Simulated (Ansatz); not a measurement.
Reference: CaSe (Fm-3m), PBEsol, rigid bands (plane waves, PAW, scalar-relativistic; Ansatz, an electronic-structure program); axes and stresses refer to this cell.

```yaml
crystal:
  lattice:
    - [0.00000, 2.93419, 2.93419]
    - [2.93419, 0.00000, 2.93419]
    - [2.93419, 2.93419, 0.00000]
  atoms:
    - { symbol: Ca, position: [0.00000, 0.00000, 0.00000] }
    - { symbol: Se, position: [0.50000, 0.50000, 0.50000] }
```

electron conductivity mass: 0.38 mₑ
Seebeck coefficient, n-type 1e19 cm⁻³: -295 μV/K
hole conductivity mass: 0.69 mₑ

Problem. Change: functional r2SCAN on the same cell. What happens to electron conductivity mass, Seebeck coefficient, n-type 1e19 cm⁻³, hole conductivity mass?

Solution. electron conductivity mass moves little, to 0.39 mₑ; Seebeck coefficient, n-type 1e19 cm⁻³ moves little, to -298 μV/K; hole conductivity mass rises to 0.73 mₑ.

Masses are for dilute carriers at 300 K, harmonic means over directions unless an axis is named. Seebeck coefficients are for the stated density at 300 K, with one relaxation time for all states and whether or not that doping can be reached. Spin-orbit coupling is left out unless a row names it; without it hole values are far off for these elements. 

Formula and space group known from diffraction (Crystallography Open Database), not checked to be the room-temperature form: CaSe (Fm-3m).
